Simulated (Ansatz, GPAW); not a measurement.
An Ansatz (an electronic-structure program) input for a self-consistent single point of Ba (Im-3m, 1 atom in the cell) (DFT, LDA (PW92), plane waves, default PAW files made with PBE):

Ansatz 0.2 input:
```yaml
crystal:
  lattice:
    - [-2.51502000, 2.51502000, 2.51502000]
    - [2.51502000, -2.51502000, 2.51502000]
    - [2.51502000, 2.51502000, -2.51502000]
  atoms:
    - { symbol: Ba, position: [0.00000000, 0.00000000, 0.00000000] }
kpoints:
  mp_grid:
    grid: [12, 12, 12]
hamiltonian:
  xc: lda
  pseudopotentials:
    kind: paw
scf:
  occupations:
    method: gaussian
    width: 0.1
output:
  forces: true
  eigenvalues: true
  stress: true
```

**Question.** Give the GPAW input for the same structure, mesh, smearing and functional.

**Answer.** This is the input that was run; spellings and numerical settings could be chosen otherwise.

```python
from ase import Atoms
from ase.units import GPa
from gpaw import GPAW, PW

atoms = Atoms(['Ba'],
              cell=[[-2.515020, 2.515020, 2.515020],
                    [2.515020, -2.515020, 2.515020],
                    [2.515020, 2.515020, -2.515020]],
              positions=[[0.000000, 0.000000, 0.000000]],
              pbc=True)

calc = GPAW(mode=PW(550),
            xc='LDA',
            kpts={'size': (12, 12, 12), 'gamma': True},
            occupations={'name': 'methfessel-paxton', 'width': 0.1, 'order': 0},
            nbands=-7,
            convergence={'density': 1e-05},
            symmetry={'symmorphic': False, 'tolerance': 0.0005},
            maxiter=120)

atoms.calc = calc

energy = atoms.get_potential_energy()
print('Energy (eV):', round(energy, 6))
forces = atoms.get_forces()
print('Forces (eV/Ang):')
print(forces.round(5))
stress = atoms.get_stress()
print('Stress (GPa, Voigt):', (stress / GPa).round(4))
```

Basis, cutoffs, solver keys and any potentials are the target program's own. This input uses DFT LDA (Perdew-Wang 92), plane waves, GPAW PAW datasets LDA (gpaw-data 1.0.1). LDA parametrisations can differ slightly between programs. Both were run: pressure -1.35 GPa in Ansatz and -1.31 in GPAW. Ansatz's pressure is the one without its finite-basis correction.

On GPAW: the starting cell has typed, rounded lattice constants, without a prior relaxation at this level. Its lattice was rescaled by a random factor within 2.5 % of one.

On Ansatz: the starting cell has typed, rounded lattice constants, without a prior relaxation at this level. Its lattice was rescaled by a random factor within 2.5 % of one.
